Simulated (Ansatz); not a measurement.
Take CdTe in the zinc blende structure (space group F-43m, No. 216) as the base.

```
CELL_PARAMETERS angstrom
      0.00000     3.27889     3.27889
      3.27889     0.00000     3.27889
      3.27889     3.27889     0.00000
ATOMIC_POSITIONS crystal
  Cd 0.00000 0.00000 0.00000
  Te 0.25000 0.25000 0.25000
```

Method: r2SCAN (Ansatz, an electronic-structure program; PAW; 500 eV plane waves; no spin-orbit coupling).

Base values:

- Gap character = direct at Γ
- Band gap = 1.17 eV
- Smallest direct gap = 1.17 eV
- Lattice parameter a = 6.558 Å

Perturbation: cell and atoms relaxed at a pressure of 30 GPa.

Q: What happens to the gap character, band gap, smallest direct gap and lattice parameter a?

A: The gap character goes from direct at Γ to indirect, Γ → X; the band gap rises by 0.888 eV, from 1.17 eV to 2.05 eV; the smallest direct gap goes up by 1.088 eV to 2.25 eV; the lattice parameter a drops by 0.700 Å to 5.858 Å.

With Te present, leaving out spin-orbit coupling can change the band edges. Load acts through the strain it causes; cell and atoms are relaxed under it. No phonon test of stability was made. Measured, CdTe leaves this structure (for cinnabar) near 3.53 GPa (temperature not stated; as listed in Datta, Sujoy, Jana, Debnarayan, arXiv (2020)), on rising pressure, with hysteresis.
